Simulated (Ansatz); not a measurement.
Mg under a change: 3 layers

Take Mg in the hcp (Mg type) structure (space group P6_3/mmc, No. 194; a = 3.175 Å, c = 5.185 Å) as the base. Axes: x lies along a and z along c of the hexagonal cell.

The change: a free-standing slab of 3 layers (3 atoms, 1 a layer) is cut normal to the z axis, with 15 Å of vacuum and the in-plane cell held at bulk; forces were under the threshold from the start, so the atoms kept their bulk positions.

Level of theory: plane-wave PAW DFT at the r2SCAN level (Ansatz, a first-principles code, 500 eV), no spin-orbit coupling, earlier PAW set. Γ-centred 17×17×1 mesh, Fermi–Dirac width 0.05 eV, for the changed cell.

```csv
quantity,base,changed,shift
layer's space group (with vacuum),–,P-6m2 (No. 187),–
band gap,zero,zero,–
excess energy per area of both faces (slab less bulk energy over the cell's area: twice a surface energy) (uncertain by up to 0.06 J/m²),–,1.26 J/m²,–
thickness between the outermost nuclei,–,5.18 Å,–
```

Final structure:

```yaml
crystal:
  lattice:
    - [3.17453, 0.00000, 0.00000]
    - [1.58726, 2.74922, 0.00000]
    - [0.00000, 0.00000, 20.18496]
  atoms:
    - { symbol: Mg, position: [0.66667, 0.66667, 0.37156] }
    - { symbol: Mg, position: [0.33333, 0.33333, 0.50000] }
    - { symbol: Mg, position: [0.66667, 0.66667, 0.62844] }
```

The excess energy carries the mismatch between the slab's and the bulk's meshes. No phonon test of stability was made.
